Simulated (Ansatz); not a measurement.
Worked example: self-consistent single point of Zr3AlN2 (P6_3/mmc, 12 atoms in the cell) in Ansatz (a program for electronic structure).

Computed with BLYP, default PAW files made with PBE (plane waves; Ansatz).

```xyz
12
Lattice="3.1165 0.0000 0.0000 -1.5583 2.6990 0.0000 0.0000 0.0000 17.9554" Properties=species:S:1:pos:R:3 pbc="T T T"
Zr     0.0000     0.0000     0.0000
Zr     0.0000     0.0000     8.9777
Zr     0.0000     1.7993     2.4240
Zr     1.5583     0.8997    11.4017
Zr     1.5583     0.8997    15.5314
Zr     0.0000     1.7993     6.5537
Al     0.0000     0.0000     4.4889
Al     0.0000     0.0000    13.4666
N      0.0000     1.7993    10.2795
N      1.5583     0.8997     1.3018
N      1.5583     0.8997     7.6759
N      0.0000     1.7993    16.6536
```

Reference input (self-consistent single point, DFT, PBE, plane waves, default PAW files): basis.ecutwfc = 420 eV; kpoints.mp_grid.grid = 10 10 2; hamiltonian.xc = pbe; hamiltonian.pseudopotentials = {kind: paw} (the program's default PAW files); scf.occupations.method = fermi_dirac; scf.occupations.width = 0.1 eV. This run's input differs from it in these lines:

Ansatz 0.2 input:
```diff
@@ -23,3 +23,3 @@
 hamiltonian:
-  xc: pbe
+  xc: blyp
   pseudopotentials: { kind: paw }
```

Output, abridged:

```
SCF iter   1: F=—  HF=-27812.416383 eV  |F-HF|=—  |Δ(HF+E_count)|=         —  Δρ=2.24e-2  dr2=7.87e-1  ethr=1.77e-3  ⟨swp⟩=5.7  Hψ=6864  notcnv=0  defer=8
all-band conjugate gradients solve this SCF's bands
preconditioner: auto → Kerker (q_TF=auto, 2.539 Å⁻¹)
SCF iter   2: F=—  HF=-27812.239162 eV  |F-HF|=—  |Δ(HF+E_count)|=   1.77e-1  Δρ=5.12e-3  dr2=1.03e-1  ethr=8.03e-4  ⟨swp⟩=2.0  Hψ=2986  notcnv=0  defer=16
   [... lines left out ...]
SCF iter   4: F=—  HF=-27812.222825 eV  |F-HF|=—  |Δ(HF+E_count)|=   6.10e-3  Δρ=5.79e-4  dr2=1.07e-3  ethr=4.28e-5  ⟨swp⟩=3.0  Hψ=3102  notcnv=0  defer=16
SCF iter   5: F=—  HF=-27812.222702 eV  |F-HF|=—  |Δ(HF+E_count)|=   1.23e-4  Δρ=1.03e-4  dr2=1.20e-5  ethr=1.09e-6  ⟨swp⟩=2.1  Hψ=1969  notcnv=0  defer=16
SCF iter   6: F=—  HF=-27812.222437 eV  |F-HF|=—  |Δ(HF+E_count)|=   2.64e-4  Δρ=3.61e-5  dr2=2.02e-6  ethr=1.23e-8  ⟨swp⟩=2.0  Hψ=3123  notcnv=0  defer=18
SCF iter   7: F=-27812.222438 eV  HF=-27812.222438 eV  |F-HF|=2.01e-9  |Δ(HF+E_count)|=   2.95e-7  Δρ=6.61e-6  dr2=6.19e-8  ethr=1.02e-10  ⟨swp⟩=7.1  Hψ=7871  notcnv=0
SCF 1 converged in 7 iterations: F = -27812.222438 eV  dr2 = 6.19e-8
Free energy (F): -27812.222438 eV
Internal energy: -27812.079784 eV  (E = F + TS)
E sigma→0 (E₀):  -27812.151111 eV
Entropy (-TS):   -0.142654 eV (-11.888 meV/atom)
Fermi energy:    17.718008 eV
--- Forces (eV/Å), atoms counted from 1 ---
  atom   1  Zr     0.00000000     0.00000000     0.00000000
  atom   2  Zr     0.00000000    -0.00000000     0.00000000
  atom   3  Zr     0.00000000     0.00000000     1.87231699
  atom   4  Zr    -0.00000000    -0.00000000     1.87231699
  atom   5  Zr    -0.00000000    -0.00000000    -1.87231699
  atom   6  Zr     0.00000000     0.00000000    -1.87231699
  atom   7  Al    -0.00000000     0.00000000     0.00000000
  atom   8  Al     0.00000000    -0.00000000    -0.00000000
   [... lines left out ...]
  atom  12  N      0.00000000     0.00000000     1.20792975
--- Stress (GPa, compression-positive) ---
       49.700244      -0.000000      -0.000000
        0.000000      49.700244       0.000000
       -0.000000       0.000000      59.042345
  P = ⅓ Tr σ = 52.8143 GPa (528.143 kbar)
  The stress holds the Pulay correction. Without it, at fixed plane waves, as pw.x and ABINIT print it: P = 52.4873 GPa
```

The run converged in 7 iterations. Against the reference run the pressure goes from 44.44 to 52.81 GPa and the largest force goes from 1.385 to 1.872 eV/Å.

The starting cell was generated: these elements placed on a structure prototype, without a prior relaxation; it need not be a known phase or ordering of this composition. With a pressure of about 53 GPa the cell is away from its equilibrium volume at this level. Forces in this geometry exceed 1 eV/Å. Ansatz's pressure includes its estimate of the finite-basis (Pulay) stress.
